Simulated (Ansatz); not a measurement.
# Worked example: self-consistent single point of Li3YBi2 (P-3m1, 6 atoms in the cell) in Ansatz

Computed with LDA (PW92), default PAW files made with PBE (plane waves; Ansatz, an electronic-structure program).

This input was run:

Ansatz 0.2 input:
```yaml
# Li3YBi2
crystal:
  lattice:
    - [4.614810, 0.000000, 0.000000]
    - [-2.307405, 3.996543, 0.000000]
    - [0.000000, 0.000000, 7.287698]
  atoms:
    - { symbol: Li, position: [0.666667, 0.333333, 0.350940] }
    - { symbol: Li, position: [0.333333, 0.666667, 0.649060] }
    - { symbol: Li, position: [0.000000, 0.000000, 0.500000] }
    - { symbol: Y, position: [0.000000, 0.000000, 0.000000] }
    - { symbol: Bi, position: [0.666667, 0.333333, 0.752590] }
    - { symbol: Bi, position: [0.333333, 0.666667, 0.247410] }
basis:
  ecutwfc: 30.9 Ry
kpoints:
  mp_grid: { grid: [8, 8, 5] }
hamiltonian:
  xc: lda
  pseudopotentials: { kind: paw }
scf:
  occupations: { method: gaussian, width: 0.0073 Ry }
output:
  forces: true
  eigenvalues: true
  stress: true
```

Output (repeated stretches shortened):

```
WARN the atoms were moved onto the symmetric positions of the space group found under crystal.symmetry.tolerance 1.0e-5 (fractional …
WARN ansatz: RAYON_NUM_THREADS=1 ignored (pool sized by the plan → 1); use --threads N
Pseudopotentials: kind: paw
Pseudopotential: Li, paw, valence charge 3
Pseudopotential: Y, paw, valence charge 11
Pseudopotential: Bi, paw, valence charge 15
Crystal: 6 atoms, lattice volume = 134.409 Å³
Basis set: ecut = 420.4159175005146 eV, 2671 PW (Γ)
Bands: 31, of which v1, the nominal top of the filled ones, is band 25 counted from 1 (24 counted from 0)
Symmetry: 12 space group operations
Space group: P-3m1 (ITA 164), of the structure as read, at distance tolerance 5.1e-5 Å
k-points: 40 of 320
PAW frozen core: Y, regenerated for the run's functional, and the local potential with it
PAW frozen core: Bi, regenerated for the run's functional, and the local potential with it
Initial density: superposition of atomic densities (neutral atoms: chi_scale 0, normalization atom), corrected by the library's trained network
Initial wavefunctions: pseudopotential atomic-orbital guess
Eigensolver: davidson
Functional: x = slater, c = lda
SCF iter   1: F=—  HF=-28526.758458 eV  |F-HF|=—  |Δ(HF+E_count)|=         —  Δρ=4.83e-3  dr2=3.33e-2  ethr=1.77e-3  ⟨swp⟩=6.5  Hψ=5235  notcnv=0
all-band conjugate gradients solve this SCF's bands
preconditioner: auto → Kerker (q_TF=auto, 2.314 Å⁻¹)
SCF iter   2: F=—  HF=-28526.744500 eV  |F-HF|=—  |Δ(HF+E_count)|=   1.40e-2  Δρ=2.44e-3  dr2=9.89e-3  ethr=6.66e-5  ⟨swp⟩=2.2  Hψ=1982  notcnv=0
SCF iter   3: F=—  HF=-28526.740961 eV  |F-HF|=—  |Δ(HF+E_count)|=   3.54e-3  Δρ=4.50e-4  dr2=1.04e-3  ethr=1.98e-5  ⟨swp⟩=2.1  Hψ=2186  notcnv=0
SCF iter   4: F=—  HF=-28526.740766 eV  |F-HF|=—  |Δ(HF+E_count)|=   1.96e-4  Δρ=1.06e-4  dr2=1.87e-5  ethr=2.07e-6  ⟨swp⟩=2.0  Hψ=1429  notcnv=0
SCF iter   5: F=—  HF=-28526.740751 eV  |F-HF|=—  |Δ(HF+E_count)|=   1.47e-5  Δρ=4.07e-5  dr2=4.20e-6  ethr=3.75e-8  ⟨swp⟩=2.0  Hψ=1524  notcnv=0
SCF iter   6: F=—  HF=-28526.740750 eV  |F-HF|=—  |Δ(HF+E_count)|=   8.45e-7  Δρ=1.29e-5  dr2=5.26e-7  ethr=8.41e-9  ⟨swp⟩=2.0  Hψ=1416  notcnv=0  defer=1
SCF iter   7: F=-28526.740750 eV  HF=-28526.740750 eV  |F-HF|=1.04e-8  |Δ(HF+E_count)|=   1.60e-7  Δρ=3.11e-6  dr2=2.24e-8  ethr=2.00e-10  ⟨swp⟩=10.3  Hψ=6078  notcnv=0
SCF 1 converged in 7 iterations: F = -28526.740750 eV  dr2 = 2.24e-8
SCF converged after 7 iterations
Free energy (F): -28526.740750 eV
Harris-Foulkes:  -28526.740750 eV  (|F-HF|=1.04e-8)
Internal energy: -28526.737533 eV  (E = F + TS)
E sigma→0 (E₀):  -28526.739141 eV
Entropy (-TS):   -0.003217 eV (-0.536 meV/atom)
Fermi energy:    8.439374 eV
--- Per-component energies (eV) ---
  E_band       = -596.988126
  E_kinetic    = 982.203770
  E_local      = -4200.894753  (includes V_loc(G=0)·N_el)
  E_nonlocal   = 1076.554917
  E_hartree    = 1372.683924
  E_xc         = -504.564710
  E_vxc        = -529.828382  (∫ρ·V_xc dr)
  E_paw        = -23487.230314  (= ΣΔE_a)
  E_vpaw       = -670.389062  (= ΣTr[D̂ρ^β])
  E_aug_tail   = -0.001001  (compensation charges beyond the density's cutoff)
  E_ewald      = -3765.809181
  E_core_change = 0.319816  (= ΣΔE_core)
  E_smearing   = -0.003217  (= −TS)
  E_closure    = -0.000000  (closes the sum)
  Σ components = -28526.740750   (vs F -28526.740750, Δ=0.00e0)
--- Forces (eV/Å), atoms counted from 1 ---
  atom   1  Li     0.00000000     0.00000000    -0.03093497
  atom   2  Li     0.00000000    -0.00000000     0.03093497
  atom   3  Li    -0.00000000     0.00000000     0.00000000
  atom   4  Y     -0.00000000     0.00000000     0.00000000
  atom   5  Bi     0.00000000    -0.00000000     0.09011649
  atom   6  Bi     0.00000000     0.00000000    -0.09011649
  max |Σ_I F_I| component: 1.85e-17 eV/Å
--- Stress (GPa, compression-positive) ---
       -2.427497      -0.000000      -0.000000
        0.000000      -2.427497      -0.000000
       -0.000000      -0.000000      -2.668276
  P = ⅓ Tr σ = -2.5078 GPa (-25.078 kbar)
  The stress holds the Pulay correction. Without it, at fixed plane waves, as pw.x and ABINIT print it: P = -2.5200 GPa
--- Band table (eV; the first three rows and the last of 40) ---
  k-point 0: bands = ["-37.7443", "-37.1360", "-37.1334", "-35.0743", "-15.1067", "-15.1067", "-15.1062", "-13.7750", "-13.7750", "-13.7451", "-13.7394", "-13.7394", "-13.7392", "-13.7392", "-13.7357", "-13.7251", "-13.7251", "-2.9692", "-2.1608", [...]
  k-point 1: bands = ["-37.7443", "-37.1360", "-37.1334", "-35.0743", "-15.1067", "-15.1067", "-15.1062", "-13.7736", "-13.7736", "-13.7444", "-13.7404", "-13.7404", "-13.7381", "-13.7381", "-13.7365", "-13.7267", "-13.7267", "-2.9102", "-2.2500", [...]
  k-point 2: bands = ["-37.7443", "-37.1360", "-37.1334", "-35.0743", "-15.1068", "-15.1068", "-15.1062", "-13.7710", "-13.7710", "-13.7427", "-13.7402", "-13.7402", "-13.7383", "-13.7382", "-13.7382", "-13.7293", "-13.7293", "-2.7586", "-2.4486", [...]
  k-point 39: bands = ["-37.7439", "-37.1350", "-37.1345", "-35.0728", "-15.1220", "-15.1184", "-15.1170", "-13.7678", "-13.7595", "-13.7501", "-13.7403", "-13.7385", "-13.7362", "-13.7348", "-13.7330", "-13.7283", "-13.7256", "-2.2232", "-2.1626", [...]
```

The run converged in 7 iterations.

The starting cell comes from a database of computed structures (which also holds hypothetical and non-ambient phases and stackings), without a prior relaxation at this level. Its lattice was rescaled by up to half a per cent. Spin-orbit coupling is off. Ansatz's pressure includes its estimate of the finite-basis (Pulay) stress.
